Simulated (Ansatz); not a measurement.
Reference: Pt$_{3}$Zn (Pm-3m), PBEsol, DFPT electron-phonon coupling, linearised Boltzmann equation (plane waves, PAW, scalar-relativistic; Ansatz, a program for electronic structure); geometry: relaxed with this functional, without spin-orbit coupling.

```cif
data_Pt3Zn
_chemical_formula_sum 'Zn1 Pt3'
_space_group_name_H-M_alt 'Pm-3m'
_space_group_IT_number 221
_space_group_name_Hall '-P 4 2 3'
_cell_length_a 3.87429
_cell_length_b 3.87429
_cell_length_c 3.87429
_cell_angle_alpha 90.000
_cell_angle_beta 90.000
_cell_angle_gamma 90.000
loop_
_atom_site_label
_atom_site_type_symbol
_atom_site_symmetry_multiplicity
_atom_site_Wyckoff_symbol
_atom_site_fract_x
_atom_site_fract_y
_atom_site_fract_z
_atom_site_occupancy
Zn1 Zn 1 a 0.00000 0.00000 0.00000 1
Pt1 Pt 3 c 0.00000 0.50000 0.50000 1
```

| Item | Value |
|---|---|
| resistivity at 300 K | 13.7 μΩ·cm |

Problem. Swap Zn for Cd, keeping the structure type. How do these values move?

Solution. Pt$_{3}$Cd (Pm-3m): volume per atom 14.5 to 15.7 Å³; resistivity at 300 K falls (13.7 μΩ·cm to 11.0 μΩ·cm).

Problem. Replace Zn by Mg on the same sites and relax. What happens?

Solution. MgPt3 (Pm-3m): volume per atom 14.5 to 14.9 Å³; resistivity at 300 K falls (13.7 μΩ·cm to 12.1 μΩ·cm).

Problem. Replace Zn by Lu on the same sites and relax. What happens?

Solution. LuPt₃ (Pm-3m): volume per atom 14.5 to 16.3 Å³; resistivity at 300 K stays about the same (13.7 μΩ·cm to 13.6 μΩ·cm).

Moves up to 9 % count as about the same. Metals; harmonic phonons alone scatter; means over directions. Halving the electron mesh moves these values by up to 6 %; q meshes are mostly untested. Some of the runs warned that the eigensolver left states short of its tolerance. Spin-orbit coupling is left out.

Formula and space group known from diffraction (Crystallography Open Database), not checked to be the room-temperature form: LuPt3 (Pm-3m), Pt3Zn (Pm-3m). Computed structure with no diffraction record at hand here (it may be known, metastable or hypothetical): MgPt3 (Pm-3m), Pt3Cd (Pm-3m). The missing spin-orbit coupling matters most for LuPt3 (Pm-3m), MgPt3 (Pm-3m), Pt3Cd (Pm-3m), Pt3Zn (Pm-3m).
